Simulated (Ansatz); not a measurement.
We consider BeAlNS (model structure, started from the AlSiCN type, P3m1, No. 156, 4 atoms in the cell), described by G0W0@PBEsol (plane waves, hard PAW, contour deformation, complete-basis limit; Ansatz, a program for electronic structure).

Settings: largest k mesh 9×9×4 (not extrapolated in the mesh).

Cell (relaxed with PBEsol):

```
AlBeNS
1.0
    3.23497     0.00000     0.00000
   -1.61749     2.80157     0.00000
    0.00000     0.00000     5.34490
Al Be S N
1 1 1 1
Direct
  0.33333   0.66667   0.55277
  0.66667   0.33333   0.95080
  0.33333   0.66667   0.11212
  0.66667   0.33333   0.63429
```

Problem. Predict the band gap.

Solution. 
* **band gap**: 4.07 eV (direct)

Note: the relaxation could raise the start's symmetry but not lower it, so the cell can be a saddle point; the gap holds a correction of +0.14 eV to the complete basis.

The computed numbers hold no vibrational or temperature effects.

It cost roughly 2.8 core-hours of CPU time.

A model structure was made by putting elements into a prototype or built by hand; it is no filed structure, need not be a known phase, and can be a saddle point held by its symmetry.
